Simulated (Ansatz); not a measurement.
Ansatz (a quantum-chemistry and plane-wave program) run on KMgF3 (P4mm, 5 atoms in the cell): self-consistent single point.

Method of the run: LDA (PW92), default PAW files made with PBE (plane waves; Ansatz).

```
CELL_PARAMETERS angstrom
      4.00995     0.00000     0.00000
      0.00000     4.00995     0.00000
      0.00000     0.00000     4.00995
ATOMIC_POSITIONS crystal
  K  0.00000 0.00000 0.01247
  Mg 0.50000 0.50000 0.50000
  F  0.50000 0.00000 0.50000
  F  0.00000 0.50000 0.50000
  F  0.50000 0.50000 0.00000
```

Reference input (self-consistent single point, DFT, LDA (PW92), plane waves, default PAW files made with PBE): basis.ecutwfc = 420 eV; kpoints.mp_grid.grid = 6 6 6; hamiltonian.xc = lda; hamiltonian.pseudopotentials = {kind: paw} (the program's default PAW files); scf.occupations.method = fermi_dirac; scf.occupations.width = 0.02 eV. This run's input differs from it in these lines:

Ansatz 0.2 input:
```diff
@@ -13,3 +13,3 @@
 basis:
-  ecutwfc: 420.0
+  ecutwfc: 735.0
 kpoints:
```

Log, with long lists cut:

```
SCF iter   1: F=—  HF=-5787.630305 eV  |F-HF|=—  |Δ(HF+E_count)|=         —  Δρ=1.95e-2  dr2=1.73e-1  ethr=1.77e-3  ⟨swp⟩=6.7  Hψ=5113  notcnv=0
all-band conjugate gradients solve this SCF's bands
preconditioner: auto → Resta (q_TF=auto, 2.520 Å⁻¹)
SCF iter   2: F=—  HF=-5787.576313 eV  |F-HF|=—  |Δ(HF+E_count)|=   5.40e-2  Δρ=5.69e-3  dr2=6.10e-3  ethr=4.33e-4  ⟨swp⟩=2.0  Hψ=1958  notcnv=0  defer=38
   [... lines left out ...]
SCF iter   4: F=—  HF=-5787.573469 eV  |F-HF|=—  |Δ(HF+E_count)|=   4.91e-4  Δρ=8.67e-4  dr2=2.50e-4  ethr=4.62e-6  ⟨swp⟩=1.0  Hψ=960  notcnv=0  defer=40
SCF iter   5: F=—  HF=-5787.573385 eV  |F-HF|=—  |Δ(HF+E_count)|=   8.46e-5  Δρ=1.52e-4  dr2=8.43e-6  ethr=6.26e-7  ⟨swp⟩=3.0  Hψ=1652  notcnv=0  defer=40
SCF iter   6: F=—  HF=-5787.573380 eV  |F-HF|=—  |Δ(HF+E_count)|=   4.55e-6  Δρ=1.54e-5  dr2=1.45e-7  ethr=2.11e-8  ⟨swp⟩=2.6  Hψ=1637  notcnv=0  defer=40
SCF iter   7: F=-5787.573380 eV  HF=-5787.573380 eV  |F-HF|=3.12e-9  |Δ(HF+E_count)|=   6.36e-9  Δρ=3.76e-6  dr2=6.51e-9  ethr=2.50e-10  ⟨swp⟩=8.1  Hψ=4315  notcnv=0
SCF 1 converged in 7 iterations: F = -5787.573380 eV  dr2 = 6.51e-9
Free energy (F): -5787.573380 eV
Internal energy: -5787.573380 eV  (E = F + TS)
E sigma→0 (E₀):  -5787.573380 eV
Fermi energy:    5.702756 eV
--- Forces (eV/Å), atoms counted from 1 ---
  atom   1  K     -0.00000000     0.00000000    -0.08017135
  atom   2  Mg     0.00000000     0.00000000     0.05706353
  atom   3  F      0.00000000     0.00000000     0.00032043
  atom   4  F      0.00000000     0.00000000     0.00032043
  atom   5  F     -0.00000000     0.00000000     0.02246370
--- Stress (GPa, compression-positive) ---
       -5.551405       0.000000      -0.000000
        0.000000      -5.551405       0.000000
       -0.000000       0.000000      -5.552713
  P = ⅓ Tr σ = -5.5518 GPa (-55.518 kbar)
  The stress holds the Pulay correction. Without it, at fixed plane waves, as pw.x and ABINIT print it: P = -5.5825 GPa
```

The run converged in 7 iterations. Against the reference run the free energy drops by 4.7 meV/atom, the pressure hardly changes (-5.57 to -5.55 GPa), the largest force stays at 0.080 eV/Å and the gap on the mesh moves little (6.850 to 6.848 eV).

The starting cell has typed, rounded lattice constants, without a prior relaxation at this level. Its lattice was rescaled by up to half a per cent. One atom was moved a little off its site on purpose. Ansatz's pressure includes its estimate of the finite-basis (Pulay) stress.
